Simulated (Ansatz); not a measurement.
Functionals compared on the (10-11) surface of hcp Re in its 1x1 cell, outermost plane spacing 0.35 Å in the ideal cut, in Ansatz (plane waves, PAW). The structure was relaxed with PBE; the other rows are single points on it, each with its references at the same level. Cutoff 420 eV (500 eV for r2SCAN).

Set-up: 12 atoms, 10.9 Å thick at the start; mesh 14x8x1; 0.1 eV smearing; dipole correction on; all atoms relaxed; held to the part of the start's symmetry that mesh and held atoms allow; no spin, no spin-orbit, no U. These notes are the PBE run's.

| functional | surface energy (J/m²) | work function of the top face (eV) | rough cost of the single point |
|---|---|---|---|
| PBE | 3.34 | 4.95 | – |
| LDA | 3.85 | 5.25 | very roughly 80 core-seconds |
| PBEsol | 3.73 | 5.06 | very roughly 80 core-seconds |
| RPBE | 3.13 | 4.81 | roughly 80 core-seconds |
| r2SCAN | 3.59 | 5.00 | very roughly 2.2 core-minutes |

Ansatz is a first-principles code.
